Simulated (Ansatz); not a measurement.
Ta4GaSe8: pressure series

The parent structure is Ta₄GaSe₈ (space group F-43m, No. 216; a = 10.337 Å).

Cell and atoms are relaxed at each pressure.

Level of theory: PBEsol/PAW in Ansatz (a program for electronic structure), scalar-relativistic without spin-orbit coupling.

| P (GPa) | V (Å³/atom) |
|---|---|
| -2.00 | 21.797 |
| -1.00 | 21.509 |
| 0.30 | 21.169 |
| 0.70 | 21.070 |
| 1.50 | 20.882 |
| 3.00 | 20.555 |
| 4.99 | 20.164 |
| 7.49 | 19.729 |
| 10.01 | 19.342 |

A third-order Birch–Murnaghan fit to these points gives V₀ = 21.24 Å³/atom, B₀ = 83 GPa and B₀′ = 5.2. At pressure 10 GPa the volume is 91.0 % of V₀.

Load acts through the strain it causes; cell and atoms are relaxed under it. No phonon test of stability was made. Competing high-pressure phases were not computed. All final runs are without spin polarisation. An odd electron count without spin: Ta4GaSe8.
